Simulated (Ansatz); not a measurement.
AlP(110) slab, cut from zinc-blende AlP: Al48P48, 6 atomic planes, area 174 Å², cell height 21.8 Å with vacuum; both faces free, started from the bulk cut, in-plane cell fixed at 1.008 times the relaxed lattice. These are PBE (plane waves, PAW; Ansatz, a first-principles code) values and carry that method's errors. Mean temperature 1552 K, 9.7 ps sampled after 3.4 ps of Langevin dynamics; k-points: Γ only; no spin polarisation or spin-orbit coupling. So thin a slab has no true bulk in its middle, and the cell admits only reconstructions that fit it.

| plane (from the bottom) | atoms | start height (Å) | mean height (Å) | spread of site heights (Å) | rms motion, normal (Å) | rms motion, in plane (Å) | in-plane shift from the start (Å) | coordination |
|---|---|---|---|---|---|---|---|---|
| 1 | Al8P8 | -4.91 | -4.75 | 0.34 | 0.26 | 0.27 | 0.24 | 3.0 |
| 2 | Al8P8 | -2.94 | -2.99 | 0.06 | 0.25 | 0.20 | 0.10 | 4.0 |
| 3 | Al8P8 | -0.98 | -0.98 | 0.04 | 0.22 | 0.21 | 0.08 | 4.0 |
| 4 | Al8P8 | 0.98 | 0.98 | 0.04 | 0.22 | 0.20 | 0.08 | 4.0 |
| 5 | Al8P8 | 2.94 | 2.99 | 0.07 | 0.26 | 0.22 | 0.10 | 4.0 |
| 6 | Al8P8 | 4.91 | 4.75 | 0.34 | 0.26 | 0.26 | 0.25 | 3.0 |

```yaml
outer_plane_spacing: 1.76 Å against 1.96 Å at the start (-10 %)
normal_motion_of_the_outer_planes_over_that_of_the_middle: 1.2
in-plane diffusion: none seen within 9.7 ps
coordination_in_the_top_plane: 3-fold 99 %
mean vibrational (phonon) frequency: 7.7 THz
```

A denser in-plane k-mesh moves the forces of one frame by 0.02 eV/Å rms. Bonds are counted up to Al-P 3.00 Å; heights count from the centre of mass.
